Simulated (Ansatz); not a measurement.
Abridged Ansatz (a program for electronic structure) output:

```
Pseudopotential: Bi, paw, valence charge 15
Crystal: 2 atoms, lattice volume = 69.149 Å³
Basis set: ecut = 420 eV, 1333 PW (Γ), exchange–correlation on 64×64×64 points (8 copies of the dense FFT grid, shifted against one another)
Bands: 19, of which v1, the nominal top of the filled ones, is band 15 counted from 1 (14 counted from 0)
Symmetry: 12 space group operations
k-points: 231 of 2197
Functional: x = pbe(κ = 0.804, μ = 0.2195149727645171), c = pbe(β = 0.06672455060314922)
SCF iter   1: F=—  HF=-24799.361125 eV  |F-HF|=—  |Δ(HF+E_count)|=         —  Δρ=1.07e-2  dr2=6.54e-2  ethr=3.10e-3  ⟨swp⟩=6.1  Hψ=22108  notcnv=0
SCF iter   2: F=—  HF=-24799.360937 eV  |F-HF|=—  |Δ(HF+E_count)|=   1.88e-4  Δρ=7.11e-3  dr2=3.07e-2  ethr=2.18e-4  ⟨swp⟩=1.5  Hψ=6400  notcnv=0
SCF 1 converged in 10 iterations: F = -24799.362730 eV  dr2 = 2.09e-11
SCF converged after 10 iterations
Free energy (F): -24799.362730 eV
Internal energy: -24799.361116 eV  (E = F + TS)
E sigma→0 (E₀):  -24799.361923 eV
Entropy (-TS):   -0.001614 eV (-0.807 meV/atom)
Fermi energy:    10.009222 eV
  E_disp       = -0.923986  (pairwise vdW)
--- Forces (eV/Å), atoms counted from 1 ---
  atom   1  Bi    -0.00000000    -0.00000000     0.00087448
  atom   2  Bi    -0.00000000     0.00000000    -0.00087448
--- Stress (GPa, compression-positive) ---
        0.001172       0.000000      -0.000000
        0.000000       0.001172      -0.000000
        0.000000      -0.000000      -0.006542
  P = ⅓ Tr σ = -0.0014 GPa (-0.014 kbar)
```

**Question.** What was computed, and what are the main results?

**Answer.** Bi, 2 atoms in the cell, with Ansatz PBE-D3(BJ), no SOC, earlier PAW set. The last SCF converged to F = -24799.362730 eV, or -12399.6814 eV per atom, at a pressure of 0.00 GPa. The total energy compares only with runs of the same code, potentials and settings.

With Bi present, leaving out spin-orbit coupling can change the band edges. No phonon test of stability was made. The cell was made from Sb by this change: Sb → Bi.
